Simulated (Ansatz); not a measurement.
Results of r²SCAN+rVV10 in Ansatz (PAW) for SiC (model structure, started from the BN type, Pm-3n, No. 223, 12 atoms in the cell).

Numerical settings: plane-wave cutoff 560 eV, 6×6×6 k mesh, Fermi–Dirac smearing 0.01 eV, scalar-relativistic PAW data made under PBE.

Computed at the level's own relaxed cell.

```
CELL_PARAMETERS angstrom
      5.31675     0.00000     0.00000
      0.00000     5.31675     0.00000
      0.00000     0.00000     5.31675
ATOMIC_POSITIONS crystal
  Si 0.25000 0.00000 0.50000
  Si 0.50000 0.25000 0.00000
  Si 0.50000 0.75000 0.00000
  Si 0.75000 0.00000 0.50000
  Si 0.00000 0.50000 0.75000
  Si 0.00000 0.50000 0.25000
  C  0.25000 0.50000 0.00000
  C  0.00000 0.25000 0.50000
  C  0.00000 0.75000 0.50000
  C  0.75000 0.50000 0.00000
  C  0.50000 0.00000 0.75000
  C  0.50000 0.00000 0.25000
```

Q: List the 33 lowest band energies at Γ above −25 eV (eV, relative to the valence band maximum), grouping those that round alike.

A: At Γ: -16.06, -13.69 (×2), -11.02 (×3), -8.93 (×2), -7.62, -7.42 (×3), -3.86 (×3), -2.65 (×3), -2.11 (×3), 0.00 (×3), 3.24 (×3), 3.30, 3.58, 5.25 (×3), 6.62.

Note: the relaxation could raise the start's symmetry but not lower it, so the cell can be a saddle point.

A model structure was made by putting elements into a prototype or built by hand; it is no filed structure, need not be a known phase, and can be a saddle point held by its symmetry.

Ansatz is a quantum-chemistry and plane-wave program.
